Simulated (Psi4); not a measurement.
Psi4 1.11, PBE0/def2-svp: [TeH], charge +1, multiplicity 1, 2 atoms. The geometry is a generated start, not checked to be a minimum at this level.

```
Quantity                                              Value
--------------------------  -------------------------------
task                                                 energy
method                                                 pbe0
basis                                              def2-svp
memory                                                 3 GB
maxiter                                                 100
keys of the molecule block                      symmetry c1
scf_type                                       df (default)
e_convergence                               1e-06 (default)
d_convergence                               1e-06 (default)
dft_radial_points                              75 (default)
dft_spherical_points                          302 (default)
effective core potentials   those of the basis set, past Kr
basis functions                                          31
grid points                                           42024
```

```xyz
2

Te     0.0353    -0.0192    -0.8394
H     -0.0353     0.0192     0.8394
```

Charge 1 and multiplicity 1 are set for this test and not shown to be the ground state.

With the defaults (diis = true, scf_initial_accelerator = adiis, damping_percentage = 0, guess = auto, which took SAD, diis_max_vecs = 10, level_shift = 0, level_shift_cutoff = 0.01) it converges in 6 SCF iterations. One run each on 2 threads, with these changes:
- diis_max_vecs = 6
- guess = sap
- damping_percentage = 20
- diis_max_vecs = 3
- guess = sadno
- guess = sapgau
- level_shift = 0.1, level_shift_cutoff = 0.001
- diis = false, scf_initial_accelerator = none, damping_percentage = 60
- scf_initial_accelerator = ediis

Name the settings that don't reach the solution of the defaults.

No convergence: diis = false, scf_initial_accelerator = none, damping_percentage = 60 (the run ends without SCF convergence in 100 iterations). The rest reach the solution of the defaults.

| setting | SCF iterations | end |
|---|---|---|
| the defaults | 6 | same solution |
| diis_max_vecs = 3 | 6 | same solution |
| scf_initial_accelerator = ediis | 6 | same solution |
| diis_max_vecs = 6 | 6 | same solution |
| level_shift = 0.1, level_shift_cutoff = 0.001 | 7 | same solution |
| guess = sadno | 8 | same solution |
| guess = sap | 9 | same solution |
| guess = sapgau | 10 | same solution |
| damping_percentage = 20 | 14 | same solution |
| diis = false, scf_initial_accelerator = none, damping_percentage = 60 | 100 | no convergence |
